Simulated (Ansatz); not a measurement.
For Al2Cu (model structure, started from the C15 type, Fd-3m, No. 227, 6 atoms in the cell), PBE (Ansatz, a quantum-chemistry and plane-wave program, plane waves, PAW) gives:

| Quantity | Value |
|---|---|
| lattice constant a | 7.309 Å |
| formation enthalpy | 0.322 eV/atom |

**Question.** What does PBE-D3(BJ) (plane waves, PAW; Ansatz) give for the same quantities?

**Answer.** 
- lattice constant a: 7.188 Å (shrinks by 1.7 %)
- formation enthalpy: 0.374 eV/atom (rises by 0.052 eV/atom)

Changes are worked out from the printed values.

Unless a cell is named, each level is at its own relaxed cell (PBE 16.27, PBE-D3(BJ) 15.48 Å³/atom).

Ansatz's density-functional and Hartree–Fock values are scalar-relativistic unless marked +SOC, with PAW data made under PBE.

A model structure was made by putting elements into a prototype or built by hand; it is no filed structure, need not be a known phase, and can be a saddle point held by its symmetry.
